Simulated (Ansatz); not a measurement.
Response to strain in MoS2

The reference is MoS2 in the 2H-MoS2 type structure (space group P6_3/mmc, No. 194; a = 3.173 Å, c = 12.437 Å; layered, stacked along the Cartesian z axis). Axes: x lies along a and z along c of the hexagonal cell.

Strains are applied to the cell and any free atomic positions relax; under biaxial strain the out-of-plane vector relaxes too.

Levels (all Ansatz, a first-principles code, PAW, earlier PAW set): r2SCAN+rVV10 (500 eV, no SOC); HSE06 (420 eV, without spin-orbit coupling).

Band gaps by level, all at the geometries relaxed with r2SCAN+rVV10:

```csv
case,r2SCAN+rVV10,HSE06
base,1.01 eV,1.47 eV
"biaxial strain −1.01 %, plane normal [001], relaxed out of plane",1.06 eV,…
"biaxial strain −0.24 %, plane normal [001], relaxed out of plane",1.02 eV,…
```

**Question.** Some entries are withheld; estimate them.

**Answer.** 
- biaxial strain −1.01 %, plane normal [001], relaxed out of plane, HSE06: 1.54 eV
- biaxial strain −0.24 %, plane normal [001], relaxed out of plane, HSE06: 1.50 eV

Single points use the geometry relaxed with r2SCAN+rVV10. HSE06 gaps are upper bounds (no full band path). No phonon test of stability was made.
